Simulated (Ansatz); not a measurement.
Take ZnCu2SnS4 (space group I-4, No. 82; a = 5.468 Å, c = 10.935 Å) as the base.

Level of theory: Ansatz (a first-principles code) PBE, no spin-orbit coupling.

Strains are applied to the cell and any free atomic positions relax.

One change was made to it. Results:

| quantity | base | after |
|---|---|---|
| valley order (the lowest conduction-band minima on the path, energy above the VBM, named in the base's zone) | Γ 0.05 eV; X (0, 0, 1/2) 0.47 eV | Γ 0.01 eV; X (0, 0, 1/2) 0.44 eV |
| energy relative to the base (free energy F) | 0 meV/atom | +2.1 meV/atom |
| pressure (mean of the normal stresses, compression positive) | 0.0 GPa | -1.4 GPa |

Problem. What was done to the base?
A) isotropic strain +1.50 %
B) isotropic strain +0.75 %
C) isotropic strain +2.25 %

Solution. B, isotropic strain +0.75 %. For comparison, the valley order in the other runs: isotropic strain +2.25 % gives Γ 0.04 eV; X (0, 0, 1/2) 0.41 eV; isotropic strain +1.50 % gives Γ 0.04 eV; X (0, 0, 1/2) 0.44 eV.

No phonon test of stability was made. All final runs are without spin polarisation.
